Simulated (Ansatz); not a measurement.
For AlB2-type ZrB2, PBEsol (plane waves, PAW; Ansatz, a quantum-chemistry and plane-wave program) gives:

- lattice parameter a = 3.155 Å
- lattice parameter c = 3.506 Å

Q: What does HSE06 (Ansatz, PAW) give for the same quantities?

A: 
- lattice constant a: 3.158 Å (grows by 0.1 %)
- lattice parameter c: 3.526 Å (grows by 0.6 %)

For comparison: lattice constant a 3.17 Å (measured, room temperature, not corrected to a static lattice; as tabulated in Zhang et al. (2020), arXiv:1911.03307); lattice parameter c 3.532 Å (measured, room temperature, no zero-point or thermal correction; as tabulated in Zhang et al. (2020), arXiv:1911.03307).

Changes are worked out from the printed values.

Unless a cell is named, each level is at its own relaxed cell (PBEsol 10.07, HSE06 10.15 Å³/atom).

Ansatz's density-functional and Hartree–Fock values are scalar-relativistic unless marked +SOC, with PAW data made under PBE.
